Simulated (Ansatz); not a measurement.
## A computed series for ZnS: response to strain

The reference is ZnS in the zinc blende structure (space group F-43m, No. 216; a = 5.2968 Å).

Strains are applied to the cell and any free atomic positions relax.

Calculations: plane-wave PAW DFT at the LDA level (Ansatz, a program for electronic structure, 420 eV), no spin-orbit coupling.

Notes on the quantities. energy relative to the base: free energy F.

| variant | electron mass | energy relative to the base | band gap | pressure |
|---|---|---|---|---|
| base | 0.17 mₑ (at Γ) | 0 meV/atom | 2.13 eV | -0.01 GPa |
| isotropic strain −3.00 % | 0.19 mₑ (at Γ) | +45 meV/atom | 2.55 eV | 9.67 GPa |
| isotropic strain −2.00 % | 0.18 mₑ (at Γ) | ? | 2.40 eV | 5.99 GPa |
| isotropic strain −1.50 % | 0.18 mₑ (at Γ) | +11 meV/atom | 2.33 eV | 4.33 GPa |
| isotropic strain −0.50 % | 0.17 mₑ (at Γ) | +1.1 meV/atom | 2.19 eV | 1.34 GPa |
| isotropic strain +0.50 % | 0.16 mₑ (at Γ) | +1.1 meV/atom | 2.06 eV | -1.26 GPa |
| isotropic strain +1.00 % | 0.16 mₑ (at Γ) | +4.4 meV/atom | ? | -2.42 GPa |
| isotropic strain +2.00 % | 0.15 mₑ (at Γ) | +17 meV/atom | 1.86 eV | -4.51 GPa |
| isotropic strain +2.50 % | 0.15 mₑ (at Γ) | +26 meV/atom | 1.80 eV | -5.44 GPa |
| isotropic strain +3.00 % | 0.15 mₑ (at Γ) | ? | 1.73 eV | -6.30 GPa |

Question: Fill in the withheld entries from the trend.

Answer: 
- isotropic strain −2.00 %, energy relative to the base: +19 meV/atom
- isotropic strain +1.00 %, band gap: 1.99 eV
- isotropic strain +3.00 %, energy relative to the base: +37 meV/atom

Effective masses come from finite differences of ±0.01 Å⁻¹. Gaps are Kohn–Sham eigenvalue differences; semilocal functionals usually give less than the measured gap. No phonon test of stability was made.
